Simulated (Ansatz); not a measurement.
# Habitual settings against a tight run: Ti2CS (P6_3/mmc, 8 atoms in the cell)

Self-consistent single point.

```xyz
8
Lattice="3.2852 0.0000 0.0000 -1.6426 2.8451 0.0000 0.0000 0.0000 11.5051" Properties=species:S:1:pos:R:3 pbc="T T T"
Ti     0.0000     1.8967     4.6117
Ti     1.6426     0.9484     6.8934
Ti     1.6426     0.9484    10.3642
Ti     0.0000     1.8967     1.1408
C      0.0000     0.0000     5.7525
C      0.0000     0.0000     0.0000
S      1.6426     0.9484     2.8763
S      0.0000     1.8967     8.6288
```

Level of theory: PBEsol, PAW files made with PBE (plane waves; Ansatz, an electronic-structure program).

Base settings: basis.ecutwfc = 420 eV; kpoints.mp_grid.grid = 12 12 3; hamiltonian.xc = pbesol; hamiltonian.pseudopotentials = {kind: paw} (the program's default PAW files); scf.occupations.method = gaussian; scf.occupations.width = 0.272 eV.

Tight run (finer mesh or higher cutoff; not a proven limit): basis.ecutwfc: 420 eV → 590 eV; kpoints.mp_grid.grid: 12 12 3 → 17 17 5; scf.convergence.dr2_threshold: default (1e-07 eV) → 1e-09 eV. It gave Fermi level (on the code's own zero) 12.93 eV; pressure -17.04 GPa; largest force (vector length) 0.398 eV/Å.

Quick runs, as changes from the base:
- A: the base itself
- B: basis.ecutwfc: 420 eV → 210 eV; kpoints.mp_grid.grid: 12 12 3 → 2 2 2
- C: basis.ecutwfc: 420 eV → 295 eV; kpoints.mp_grid.grid: 12 12 3 → 4 4 4
- D: kpoints.mp_grid.grid: 12 12 3 → 4 4 4; scf.occupations.width: 0.272 eV → 0.5 eV

Energies are extrapolated to zero smearing width, which holds to low order in the width alone.

The count of work is k-points × plane waves × bands × iterations; it is no time. 

Pressures in the table are Ansatz's without its Pulay estimate, at a fixed set of plane waves; the tight run's value above holds the estimate.

The starting cell comes from a database of computed structures (which also holds hypothetical and non-ambient phases and stackings), without a prior relaxation at this level. Its lattice was rescaled by a random factor within 2.5 % of one. Spin polarisation is off, so a magnetic state, if there is one, cannot be reached. In the base run, with a pressure of about -17 GPa the cell is away from its equilibrium volume at this level.

```tsv
run	energy less tight (meV/atom)	pressure less tight (GPa)	largest miss in a force vector (eV/Å)	count of work / tight
A	1.8	-0.05	0.001	0.19
B	1604.4	-80.54	0.745	0.0067
C	81.6	-5.79	0.121	0.034
D	14.4	0.52	0.061	0.061
```

Among the runs at the tight run's level, the energy misses run from 1.8 to 1604.4 meV/atom.

Left out of this page: 2 runs of the series unsound by tests on forces, stress, charge or solver warnings.

Keys are those of Ansatz 0.2.
